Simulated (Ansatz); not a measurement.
Fluorite PbF2 (high-temperature phase), treated with r²SCAN+rVV10 (Ansatz, a program for electronic structure, PAW).

Numerical settings: plane-wave cutoff 560 eV, 10×10×10 k mesh, Fermi–Dirac smearing 0.01 eV, scalar-relativistic PAW data made under PBE.

Cell (relaxed at this level):

```cif
data_F8Pb4
_chemical_formula_sum 'Pb4 F8'
_space_group_name_H-M_alt 'Fm-3m'
_space_group_IT_number 225
_space_group_name_Hall '-F 4 2 3'
_cell_length_a 5.89160
_cell_length_b 5.89160
_cell_length_c 5.89160
_cell_angle_alpha 90.000
_cell_angle_beta 90.000
_cell_angle_gamma 90.000
loop_
_atom_site_label
_atom_site_type_symbol
_atom_site_symmetry_multiplicity
_atom_site_Wyckoff_symbol
_atom_site_fract_x
_atom_site_fract_y
_atom_site_fract_z
_atom_site_occupancy
Pb1 Pb 4 a 0.00000 0.00000 0.00000 1
F1 F 8 c 0.25000 0.25000 0.25000 1
```
(The calculation used a cell of 3 atoms; values per cell refer to that cell.)

Estimate the smallest direct gap on the k points sampled, Γ–Γ gap and bulk modulus B0 that the calculation returns.


* **smallest direct gap on the k points sampled**: 5.02 eV
* **Γ–Γ gap**: 9.57 eV
* **bulk modulus B0**: 80.9 GPa

Measured, for comparison: bulk modulus 64 GPa (temperature not stated, no zero-point or thermal correction; as tabulated in Cadelano and Cappellini (2011), arXiv:1107.5962). Computed (rounded) less measured: bulk modulus +26 %.

Spin–orbit coupling is not included; with these elements it can move the gap by several tenths of an eV or more.

The computed numbers hold no vibrational or temperature effects.

The result took about 60 core-seconds (a rough figure).
